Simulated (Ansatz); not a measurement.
## A constructed model of the (110) surface of bcc W, a cell of two sites (a+b, b-a) surface alloy, In on one W site of the top plane (bottom of the slab: a bare face, its two planes held)

These are PBE (plane waves to 420 eV, PAW; Ansatz, an electronic-structure program) values and carry that method's errors.

Set-up: 12 atoms, 11.2 Å thick at the start with caps and adatoms (thin: gaps and levels are the slab's own); mesh 12x8x1; 0.1 eV smearing; dipole correction on; 4 atoms held, the rest relaxed; held to the start's symmetry, so lower structures may exist; no spin, no spin-orbit, no U. It is one candidate, not shown to be the stable structure of the face.

```
Property                                                       Value
-----------------------------  -------------------------------------
work function of the top face                                4.28 eV
energy released by relaxation                                0.80 eV
cost                           about 8 core-minutes (a rough figure)
```
